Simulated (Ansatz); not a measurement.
Structures of equal composition on the (0001) surface of hcp Ru: a layer of Cr in place of the second plane; a layer of Cr in place of the third plane. The slabs share one bottom face, and each structure is named by its start. These are constructed structures in small cells; real faces may alloy, dewet or reconstruct in larger ones, and not all known structures of the face are among them. Slabs of about 11 Å, Fermi-Dirac smearing of 0.1 eV. Bottom of the slabs: a bare face, its two planes held. Relaxed from the named starts with such symmetry as they have, on meshes of like density; energies extrapolated to zero smearing; spin only where a row says so; no spin-orbit coupling, no U. Brackets mark spin-polarised runs, whose order is one that fits the cell.

These are PBE (plane waves to 420 eV, PAW; Ansatz, an electronic-structure program) values and carry that method's errors.

Q: Order them by energy per 1x1 cell (lowest first) at the level PBE.

A: a layer of Cr in place of the second plane (0.000 eV [spin start, no net moment]), a layer of Cr in place of the third plane (0.347 eV [spin start, no net moment])
